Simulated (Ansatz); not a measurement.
Given:

```
CELL_PARAMETERS angstrom
      0.00000     3.41938     3.41938
      3.41938     0.00000     3.41938
      3.41938     3.41938     0.00000
ATOMIC_POSITIONS crystal
  Sr 0.00000 0.00000 0.00000
  Cl 0.25000 0.25000 0.25000
  Cl 0.75000 0.75000 0.75000
```

No spin polarisation.

The values are results of Ansatz (a program for electronic structure) PBEsol, spin-orbit coupling left out, not measurements. k-mesh 8×8×8 (Γ-centred); smearing 0.05 eV (Fermi–Dirac).

**Question.** Predict the band gap.

**Answer.** 5.31 eV.

**Question.** Predict the pressure.

**Answer.** 1.23 GPa.

The cells carry an imposed strain or load. Whether these cells are dynamically stable was not tested. The cell was made from SrCl₂ in the fluorite structure (space group Fm-3m, No. 225) by this change: isotropic strain −1.00 %.
